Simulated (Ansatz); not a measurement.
## CuI in the zinc blende structure (space group F-43m, No. 216)

```cif
data_CuI
_chemical_formula_sum 'I1 Cu1'
_space_group_name_H-M_alt 'P 1'
_space_group_IT_number 1
_cell_length_a 4.29845
_cell_length_b 4.29845
_cell_length_c 4.29845
_cell_angle_alpha 60.000
_cell_angle_beta 60.000
_cell_angle_gamma 60.000
loop_
_space_group_symop_operation_xyz
  'x, y, z'
loop_
_atom_site_label
_atom_site_type_symbol
_atom_site_fract_x
_atom_site_fract_y
_atom_site_fract_z
_atom_site_occupancy
I1 I 0.25000 0.25000 0.25000 1
Cu1 Cu 0.00000 0.00000 0.00000 1
```

Level of theory: plane-wave PAW DFT at the PBE level (Ansatz, a program for electronic structure, 420 eV), spin-orbit coupling left out. Settings: 9×9×9 k-points, 0.05 eV Fermi–Dirac smearing.

| Item | Result |
|---|---|
| Volume per atom | 28.08 Å³ |
| Density | 5.63 g/cm³ |
| Band gap | 1.10 eV, direct at Γ |
| Electron mass | 0.15 mₑ |
| Hole mass (degenerate bands, along [100]) | 0.22, 0.75, 0.75 mₑ |
| Lowest conduction-band minima above the VBM | Γ 1.10 eV; L along ⟨111⟩ 2.13 eV |
| Total energy | -7069.183 eV/atom (σ→0; compares only within this code and set-up) |

Spin-orbit coupling, missing from the scalar runs, can matter with I. Masses are band curvatures over ±0.01 Å⁻¹ around the edge. Whether these cells are dynamically stable was not tested. The final runs are not spin-polarised.
